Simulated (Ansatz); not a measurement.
The parent structure is SnSe in the rock salt structure (space group Fm-3m, No. 225; a = 6.019 Å). Axes: x, y, z lie along the cube axes.

The values are results of r2SCAN/PAW in Ansatz (a program for electronic structure), no spin-orbit coupling, earlier PAW set, not measurements.

Now apply this change: the symmetric strain tensor [0.0017 -0.0011 -0.0209; -0.0011 0.0269 -0.0029; -0.0209 -0.0029 -0.0175]; the atoms relax in the strained cell.

Q: What happens to the stress?

A: The stress (xx, yy, zz, yz, xz, xy; compression positive) is (-0.32, -2.94, 2.23, 0.11, 0.84, 0.03) GPa.

Q: What does the calculation give for the energy relative to the base after the change?

A: The energy rises by 13 meV/atom.

Stability against distortions was not tested.
